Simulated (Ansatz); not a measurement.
# LaB (model structure, started from the NbN type, Fm-3m, No. 225, 2 atoms in the cell): bulk modulus B0 by level of theory

No measured value is used here.

**Question.** Put these levels in order of the bulk modulus B0 that they give for LaB (model structure, started from the NbN type, Fm-3m, No. 225, 2 atoms in the cell), smallest first: LDA (Ansatz, a quantum-chemistry and plane-wave program), PBE (Ansatz), PBEsol (Ansatz).

**Answer.** PBE (54.7 GPa), PBEsol (59.0 GPa), LDA (63.1 GPa)

Unless a cell is named, each level is at its own relaxed cell (LDA 21.12, PBE 22.80, PBEsol 21.73 Å³/atom).

PBEsol, LDA, PBE: the bulk modulus is −V dP/dV from two relaxed cells at ±2 % in volume. Each level is taken at its own relaxed cell. Ansatz's density-functional and Hartree–Fock values are scalar-relativistic unless marked +SOC, with PAW data made under PBE.

A model structure was made by putting elements into a prototype or built by hand; it is no filed structure, need not be a known phase, and can be a saddle point held by its symmetry.
